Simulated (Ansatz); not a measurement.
This Ansatz (a first-principles code) input is the reference run, SnS₂ in the CdI2 type structure (space group P-3m1, No. 164; layered, stacked along the Cartesian z axis), computed with PBEsol-D3(BJ) (Ansatz), no SOC, earlier PAW set:

Ansatz 0.2 input:
```yaml
crystal:
  lattice:
    - [3.6259633582, 0, 0]
    - [-1.8129816791, 3.1401763814, 0]
    - [0, 0, 5.5735269575]
  atoms:
    - { symbol: Sn, position: [0, 0, 0] }
    - { symbol: S, position: [0.3333333333, 0.6666666667, 0.2644132095] }
    - { symbol: S, position: [0.6666666667, 0.3333333333, 0.7355867905] }
basis: { ecutwfc: 420, ecutrho_ratio: 4, xc_grid: 2, fft_grid_basis: typed }
kpoints: { mp_grid: { grid: [11, 11, 6] } }
hamiltonian:
  xc: pbesol
  dispersion: d3bj
  pseudopotentials: { azcp: { folder: ./paw }, kind: paw }
scf: { occupations: { method: fermi_dirac, width: 0.05 }, convergence: { dr2_threshold: 0.0000000003 } }
output: { forces: true, stress: true }
```

**Question.** Write the input for this change: uniaxial strain ε_yy = +2.74 %, all other strain components held at zero; the atoms relax in the strained cell.

**Answer.** 
Ansatz 0.2 input:
```yaml
crystal:
  lattice:
    - [3.6259633582, 0, 0]
    - [-1.8129816791, 3.2262172142, 0]
    - [0, 0, 5.5735269575]
  atoms:
    - { symbol: Sn, position: [0, 0, 0] }
    - { symbol: S, position: [0.3333333333, 0.6666666667, 0.2644132095] }
    - { symbol: S, position: [0.6666666667, 0.3333333333, 0.7355867905] }
basis: { ecutwfc: 420, ecutrho_ratio: 4, xc_grid: 2, fft_grid_basis: typed }
kpoints: { mp_grid: { grid: [11, 11, 6] } }
hamiltonian:
  xc: pbesol
  dispersion: d3bj
  pseudopotentials: { azcp: { folder: ./paw }, kind: paw }
scf: { occupations: { method: fermi_dirac, width: 0.05 }, convergence: { dr2_threshold: 0.0000000003 } }
relax: { f_tol: 0.005, max_steps: 50 }
output: { forces: true, stress: true }
checkpoint: { write: state.ck, write_every: 1000 }
```
This is the input that was run.

Whether these cells are dynamically stable was not tested.
